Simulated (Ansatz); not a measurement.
MgO, response to strain

The parent structure is MgO in the rock salt structure (space group Fm-3m, No. 225; a = 4.254 Å).

Strains are applied to the cell and any free atomic positions relax.

Level of theory: plane-wave PAW DFT at the PBE level (Ansatz, an electronic-structure program, 420 eV), spin-orbit coupling left out.

Notes on the quantities. energy relative to the base: free energy F.

```json
[
 {"isotropic strain (%)": "-3", "energy relative to the base (meV/atom)": "39.9"},
 {"isotropic strain (%)": "-2", "energy relative to the base (meV/atom)": "17.2"},
 {"isotropic strain (%)": "-1", "energy relative to the base (meV/atom)": "4.2"},
 {"isotropic strain (%)": "-0.5", "energy relative to the base (meV/atom)": "1.1"},
 {"isotropic strain (%)": "0", "energy relative to the base (meV/atom)": "0.0"},
 {"isotropic strain (%)": "1", "energy relative to the base (meV/atom)": "3.9"},
 {"isotropic strain (%)": "2", "energy relative to the base (meV/atom)": "?"},
 {"isotropic strain (%)": "2.5", "energy relative to the base (meV/atom)": "23.3"},
 {"isotropic strain (%)": "3", "energy relative to the base (meV/atom)": "33.1"}
]
```

Q: Fit ΔE = Aε² + Bε³ (ε in %) to the rows shown and predict the withheld row.

A: Least squares on the printed values gives A = 4.05 and B = -0.13 meV/atom (largest residual 0.1 meV/atom); this predicts 15.2 meV/atom, and the run gives 15.1 meV/atom, in agreement.

Stability against distortions was not tested.
